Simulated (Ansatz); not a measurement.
**Ca under a change: uniaxial strain ε_zz = −3.00 %**

Consider Ca in the fcc (Cu type) structure (space group Fm-3m, No. 225; a = 5.4558 Å; relaxed with 0.1 eV smearing). Axes: x, y, z lie along the cube axes.

It is then changed as follows: uniaxial strain ε_zz = −3.00 %, all other strain components held at zero, atoms relaxed at fixed cell.

All numbers come from PBEsol (Ansatz, a program for electronic structure, PAW, spin-orbit coupling left out). k-mesh 21×21×21 (Γ-centred); smearing 0.1 eV (Fermi–Dirac).

- Volume per atom = 39.38 Å³ (base 40.60 Å³)
- Space group = I4/mmm (No. 139) (base Fm-3m (No. 225))
- Shortest interatomic distance = 3.800 Å (base 3.858 Å)
- Energy relative to the base (free energy F) = +2.7 meV/atom
- Pressure (mean of the normal stresses, compression positive) = 0.6 GPa (base 0.0 GPa)
- Band gap = zero (base zero)
- Stress (xx, yy, zz, yz, xz, xy; compression positive) = (0.5, 0.5, 0.7, 0.0, 0.0, 0.0) GPa

Final structure:

```yaml
crystal:
  lattice:
    - [0.00000, 2.72790, 2.64606]
    - [2.72790, 0.00000, 2.64606]
    - [2.72790, 2.72790, 0.00000]
  atoms:
    - { symbol: Ca, position: [0.00000, 0.00000, 0.00000] }
```

Cost of the whole job for the changed cell (relaxation, final SCF and bands): around 26 core-seconds (rough).

Stability against distortions was not tested.
